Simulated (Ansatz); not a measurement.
Take TiO₂ in the rutile structure (space group P4_2/mnm, No. 136; a = 4.597 Å, c = 2.954 Å) as the base.

The values are results of r2SCAN (Ansatz, an electronic-structure program), no spin-orbit coupling, earlier PAW set, not measurements.

Before the change:

- Valence-band top at Γ: 0.00, -0.47, -0.47 eV

One thing is altered: the cell is scaled by 0.9757 in all directions, atoms relaxed at fixed cell.

**Question.** Estimate the effect on the valence-band top at Γ, largest internal atomic displacement, mean gap deformation potential ΔEg/Δln V, energy relative to the base and hole mass.

**Answer.** The valence-band top at Γ (three highest levels, from the VBM) goes from 0.00, -0.47, -0.47 eV to 0.00, -0.52, -0.52 eV; the largest internal atomic displacement is 0.015 Å; the mean gap deformation potential ΔEg/Δln V comes out as -1.5 eV; the energy increases by 45 meV/atom; the hole mass is 2.9 mₑ along c, 2.0 mₑ across (at Γ).

The cells carry an imposed strain or load. Masses are band curvatures over ±0.01 Å⁻¹ around the edge. No phonon test of stability was made. All final runs are without spin polarisation.
